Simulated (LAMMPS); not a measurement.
MD of Ni (fcc) at zero pressure, 4000 atoms, as a liquid; each row is its own run.

Method: classical MD, pair style eam, the elements' _u3.eam files (universal-3 set of Foiles, Baskes and Daw); code LAMMPS.

```csv
T (K),volume (Å³/atom)
1210,12.186
1380,12.395
1560,12.623
1900,13.083
2160,13.452
2250,13.579
2420,13.844
2760,14.391
```

Fit a straight line, y = a + b x, to these rows (x is the first column, y the second) and predict the run at x = 1730.

Least squares gives a = 10.437 and b = 0.001410. At x = 1730 the fit predicts 12.877 Å³/atom. The run itself gave 12.848 ± 0.003 Å³/atom, so the fit is 0.23 % high.

Caution (rows 1210; 1380; 1560): this liquid lies under the melting point of about 1710 K that EAM-type universal-3 set of Foiles, Baskes and Daw gives, so it is undercooled.
